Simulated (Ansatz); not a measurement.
## AlSn2Sb (model structure, started from the BC2N type, R3m, No. 160, 4 atoms in the cell): properties by level of theory

```
level (code)     lattice constant a (Å)  c axis length (Å)  bulk modulus (GPa)  cohesive energy (eV/atom)
---------------  ----------------------  -----------------  ------------------  -------------------------
PBE (Ansatz)                          …             22.207                   …                       3.07
PBEsol (Ansatz)                   4.522             21.807                   …                       3.42
r²SCAN (Ansatz)                   4.535             22.010                44.6                       3.14
```

### Question
Complete the blanks.

### Answer

- PBE (Ansatz, an electronic-structure program), lattice constant a (Å): 4.583
- PBE (Ansatz), bulk modulus (GPa): 38.4
- PBEsol (Ansatz), bulk modulus (GPa): 43.0

Caveats: the bulk modulus is −V dP/dV from two relaxed cells at ±2 % in volume (PBE, PBEsol, r²SCAN). Ansatz's density-functional and Hartree–Fock values are scalar-relativistic unless marked +SOC, with PAW data made under PBE.

Free atoms are spin-polarised, in the lowest state found; at levels without +SOC their spin–orbit coupling is left out.

Computed values are for the static lattice.

A model structure was made by putting elements into a prototype or built by hand; it is no filed structure, need not be a known phase, and can be a saddle point held by its symmetry.
